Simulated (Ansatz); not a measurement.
**TiB2, response to strain**

Base system: TiB$_{2}$ (space group P6/mmm, No. 191).

```yaml
crystal:
  lattice:
    - [3.01738, 0.00000, 0.00000]
    - [-1.50869, 2.61313, 0.00000]
    - [0.00000, 0.00000, 3.18507]
  atoms:
    - { symbol: Ti, position: [0.00000, 0.00000, 0.00000] }
    - { symbol: B, position: [0.33333, 0.66667, 0.50000] }
    - { symbol: B, position: [0.66667, 0.33333, 0.50000] }
```

Cartesian axes are those of the cell as printed.

Strains are applied to the cell and any free atomic positions relax; under biaxial strain the out-of-plane vector relaxes too; under stress the whole cell relaxes.

Computed with PBEsol in Ansatz (plane waves to 420 eV, PAW, no spin-orbit coupling).

Notes on the quantities. energy relative to the base: free energy F.

```tsv
variant	volume per atom	energy relative to the base	space group
base	8.37 Å³	0 meV/atom	P6/mmm (No. 191)
biaxial strain +0.93 %, plane normal [001], relaxed out of plane	…	–	P6/mmm (No. 191)
uniaxial strain ε_yy = +3.88 %	8.70 Å³	…	Cmmm (No. 65)
tensor shear ε_yz = −3.75 %	8.36 Å³	+41 meV/atom	C2/m (No. 12)
uniaxial stress, 2 GPa tension along z	…	+0.2 meV/atom	P6/mmm (No. 191)
uniaxial stress, 2 GPa tension along x	8.39 Å³	+0.2 meV/atom	Cmmm (No. 65)
```

Q: What belongs in the blanks?

A: 
- biaxial strain +0.93 %, plane normal [001], relaxed out of plane, volume per atom: 8.49 Å³
- uniaxial strain ε_yy = +3.88 %, energy relative to the base: +25 meV/atom
- uniaxial stress, 2 GPa tension along z, volume per atom: 8.40 Å³

A case with no gap was solved on a k-mesh chosen for an insulator, which is coarse for it. Without a gap, meshes like the base's 13×13×10 leave anisotropic stresses uncertain by several tenths of a GPa, and small strain energies with them. Stability under load was not tested beyond the relaxation. The final runs are not spin-polarised.

Ansatz is an electronic-structure program.
